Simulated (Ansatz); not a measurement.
Base system: InSb in the zinc blende structure (space group F-43m, No. 216; a = 6.556 Å).

Method: Ansatz (a program for electronic structure), r2SCAN, PAW, cutoff 500 eV, no spin-orbit coupling.

For the base:

| Property | Result |
|---|---|
| Pressure | 0.0 GPa |
| Band gap | zero |

The change: an isotropic linear strain of −1.50 %, atoms relaxed at fixed cell.

Estimate the effect on the energy relative to the base.

The energy increases by 10 meV/atom.

What happens to the pressure?

The pressure goes from zero to 2.2 GPa.

Estimate the effect on the band gap.

The band gap becomes 0.30 eV (base: zero).

Spin-orbit coupling, missing from the scalar runs, can matter with Sb. No phonon test of stability was made. All final runs are without spin polarisation. Gaps under 0.05 eV, about the width of the smearing, are given as zero. A zero or small gap of InSb can be the functional's error rather than a property of the material.
